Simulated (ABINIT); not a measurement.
**Worked example: self-consistent single point of La2GaCoO6 (R-3, 10 atoms in the cell) in ABINIT**

Level of theory: LDA (PW92), PAW (JTH v2.0 LDA PAW) (plane waves; ABINIT).

This input was run:

```
# La2GaCoO6, JTH v2.0 LDA PAW
pp_dirpath "./"
pseudos "La.LDA_PW-JTH.xml, Ga.LDA_PW-JTH.xml, Co.LDA_PW-JTH.xml, O.LDA_PW-JTH.xml"
acell 3*1.0 Angstrom
rprim
         2.7762298806    1.6028570689    4.4692770000
        -2.7762298806    1.6028570689    4.4692770000
        -0.0000000000   -3.2057141378    4.4692770000
natom 10
ntypat 4
znucl 57 31 27 8
typat 1 1 2 3 4 4 4 4 4 4
xcart
         0.0000000000   -0.0000000000    6.3307856051
         0.0000000000   -0.0000000000   19.0063429102
         0.0000000000   -0.0000000000   12.6685642576
         0.0000000000    0.0000000000    0.0000000000
        -0.6049892069    3.0333134940   14.7738853859
         0.6049892069   -3.0333134940   10.5632431293
        -2.3244319399   -2.0405927692   14.7738853859
         2.3244319399    2.0405927692   10.5632431293
         2.9294211469   -0.9927207248   14.7738853859
        -2.9294211469    0.9927207248   10.5632431293
ecut 30 Ha
pawecutdg 60 Ha
pawxcdev 0
occopt 1
nband 46
kptopt 1
ngkpt 3 3 3
nshiftk 1
shiftk 0 0 0
nstep 100
tolvrs 1.0e-11
diemac 12
prtwf 0
prtden 0
```

Output (repeated stretches shortened):

```
 Symmetries : space group R-3 (#148); Bravais hR (rhombohedral)

 -outvars: echo values of preprocessed input variables --------
            acell      1.8897261329E+00  1.8897261329E+00  1.8897261329E+00 Bohr
           diemac      1.20000000E+01
             ecut      3.00000000E+01 Hartree
              ixc       -1012
         kptrlatt        3    0    0      0    3    0      0    0    3
          kptrlen      3.11810172E+01
            natom          10
            nband          46
            ngfft          54      54      54
          ngfftdg          75      75      75
             nkpt           6
            nstep         100
             nsym           6
           ntypat           4
        pawecutdg      6.00000000E+01 Hartree
         pawxcdev           0
            rprim      2.7762298806E+00  1.6028570689E+00  4.4692770000E+00
                      -2.7762298806E+00  1.6028570689E+00  4.4692770000E+00
                      -0.0000000000E+00 -3.2057141378E+00  4.4692770000E+00
          spgroup         148
           tolvrs      1.00000000E-11
            typat      1  1  2  3  4  4  4  4  4  4
           useylm           1
             xred      2.4986199891E-01  2.4986199891E-01  2.4986199891E-01
                       7.5013799672E-01  7.5013799672E-01  7.5013799672E-01
                       4.9999999781E-01  4.9999999781E-01  4.9999999781E-01
                      -2.1867957445E-09 -2.1867957445E-09 -2.1867957445E-09
                       6.9233999697E-01  8.0765699647E-01  2.4927999890E-01
                       3.0765999865E-01  1.9234299915E-01  7.5071999672E-01
                       2.4927999890E-01  6.9233999697E-01  8.0765699647E-01
                       7.5071999672E-01  3.0765999865E-01  1.9234299915E-01
                       8.0765699647E-01  2.4927999890E-01  6.9233999697E-01
                       1.9234299915E-01  7.5071999672E-01  3.0765999865E-01
            znucl       57.00000   31.00000   27.00000    8.00000

== DATASET  1 ==================================================================

 Real(R)+Recip(G) space primitive vectors, cartesian coordinates (Bohr,Bohr^-1):
 R(1)=  5.2463142  3.0289609  8.4457095  G(1)=  0.0953050  0.0550244  0.0394678
 R(2)= -5.2463142  3.0289609  8.4457095  G(2)= -0.0953050  0.0550244  0.0394678
 R(3)=  0.0000000 -6.0579218  8.4457095  G(3)=  0.0000000 -0.1100487  0.0394678
 Unit cell volume ucvol=  8.0525856E+02 bohr^3
 Angles (23,13,12)=  6.06308959E+01  6.06308959E+01  6.06308959E+01 degrees

 Coarse grid specifications (used for wave-functions):

 getcut: wavevector=  0.0000  0.0000  0.0000  ngfft=  54  54  54
         ecut(hartree)=     30.000   => boxcut(ratio)=   2.10733

 Fine grid specifications (used for densities):

 getcut: wavevector=  0.0000  0.0000  0.0000  ngfft=  75  75  75
         ecut(hartree)=     60.000   => boxcut(ratio)=   2.04187

   1.68752083E+04                                ecore*ucvol(ha*bohr**3)

_setup2: Arith. and geom. avg. npw (full set) are    6319.000    6318.995

--- !BeginCycle
solver: {iscf: 17, nstep: 100, nline: 4, wfoptalg: 10, }
tolerances: {tolvrs: 1.00E-11, }
...

     iter   Etot(hartree)      deltaE(h)  residm     nres2
 ETOT  1  -364.71729330259    -3.647E+02 1.568E+01 4.624E+03
 ETOT  2  -404.94597602695    -4.023E+01 6.613E+00 7.343E+03
 ETOT  3  -391.83766126057     1.311E+01 3.166E+00 2.489E+03
 ETOT  4  -389.81062222110     2.027E+00 6.321E-01 1.039E+03
 ETOT  5  -388.81571760560     9.949E-01 4.407E-01 6.302E+02
 ETOT  6  -388.99040344492    -1.747E-01 9.031E-02 4.969E+02
   [... 27 lines left out ...]
 ETOT 34  -387.55213558571    -3.649E-11 3.257E-10 2.445E-09
 ETOT 35  -387.55213558571     9.663E-13 1.772E-10 2.947E-10
 ETOT 36  -387.55213558571    -6.821E-13 4.422E-11 3.362E-10
 ETOT 37  -387.55213558571    -9.095E-13 1.895E-11 1.187E-11
 ETOT 38  -387.55213558571     9.095E-13 4.785E-12 7.529E-12

 At SCF step   38       nres2   =  7.53E-12 < tolvrs=  1.00E-11 =>converged.

 Cartesian components of stress tensor (hartree/bohr^3)
  sigma(1 1)=  5.42040624E-04  sigma(3 2)=  0.00000000E+00
  sigma(2 2)=  5.42040624E-04  sigma(3 1)=  0.00000000E+00
  sigma(3 3)=  5.75642598E-04  sigma(2 1)=  0.00000000E+00

 ----iterations are completed or convergence reached----

 reduced coordinates (array xred) for   10 atoms
       0.249861998907      0.249861998907      0.249861998907
       0.750137996720      0.750137996720      0.750137996720
       0.499999997813      0.499999997813      0.499999997813
      -0.000000002187     -0.000000002187     -0.000000002187
       0.692339996975      0.807656996472      0.249279998903
       0.307659998652      0.192342999154      0.750719996723
       0.249279998903      0.692339996975      0.807656996472
       0.750719996723      0.307659998652      0.192342999154
       0.807656996472      0.249279998903      0.692339996975
       0.192342999154      0.750719996723      0.307659998652
 cartesian forces (eV/Angstrom) at end:
    1     -0.00000000000000    -0.00000000000000    -0.05492801536065
    2     -0.00000000000000    -0.00000000000000     0.05492801536065
    3     -0.00000000000000    -0.00000000000000    -0.00000000000000
    4     -0.00000000000000    -0.00000000000000    -0.00000000000000
    5     -0.08269498296587     0.54718432518308     0.39121821341590
    6      0.08269498296587    -0.54718432518308    -0.39121821341590
    7     -0.43252803467924    -0.34520811860535     0.39121821341590
    8      0.43252803467924     0.34520811860535    -0.39121821341590
    9      0.51522301764511    -0.20197620657773     0.39121821341590
   10     -0.51522301764511     0.20197620657773    -0.39121821341590
 frms,max,avg= 3.0341606E-01 5.4718433E-01   0.000E+00  0.000E+00  0.000E+00 e/A
 length scales=  1.889726132886  1.889726132886  1.889726132886 bohr
              =  1.000000000000  1.000000000000  1.000000000000 angstroms
 Fermi (or HOMO) energy (hartree) =   0.21423   Average Vxc (hartree)=  -0.44362
 Eigenvalues (hartree) for nkpt=   6  k points:
 kpt#   1, nband= 46, wtk=  0.03704, kpt=  0.0000  0.0000  0.0000 (reduced coord)
  -3.24716   -1.91333   -1.91333   -1.91162   -0.93739   -0.93099   -0.46654   -0.43404
  -0.43404   -0.43162   -0.43162   -0.42077   -0.35147   -0.34072   -0.34072   -0.33129
  -0.32480   -0.32480   -0.29733   -0.29733   -0.29705   -0.28119   -0.28119   -0.08741
   0.02876    0.02876    0.03544    0.07135    0.07135    0.07986    0.08132    0.08132
   0.11507    0.12618    0.12618    0.14131    0.14803    0.14803    0.15799    0.15799
   0.16401    0.20346    0.20346    0.20349    0.27552    0.27552
 prteigrs : prtvol=0 or 1, do not print more k-points.

--- !EnergyTerms
comment             : Components of total free energy in Hartree
kinetic             :  8.12544894454939E+01
hartree             :  1.05946011521020E+02
xc                  : -4.30058444635792E+01
Ewald energy        : -2.68135546234205E+02
psp_core            :  2.09562606877488E+01
local_psp           : -3.18756370501692E+02
spherical_terms     :  3.41888647449469E+01
total_energy        : -3.87552134800266E+02
total_energy_eV     : -1.05458299058125E+04
...

-Cartesian components of stress tensor (GPa)         [Pressure= -1.6277E+01 GPa]
- sigma(1 1)=  1.59473830E+01  sigma(3 2)=  0.00000000E+00
- sigma(2 2)=  1.59473830E+01  sigma(3 1)=  0.00000000E+00
- sigma(3 3)=  1.69359871E+01  sigma(2 1)=  0.00000000E+00

 Calculation completed.
```

The run converged in 38 iterations.

The starting cell comes from a database of computed structures (which also holds hypothetical and non-ambient phases and stackings), without a prior relaxation at this level. With a pressure of about -16 GPa the cell is away from its equilibrium volume at this level.

Cost on one core of a shared machine: roughly 5 min.
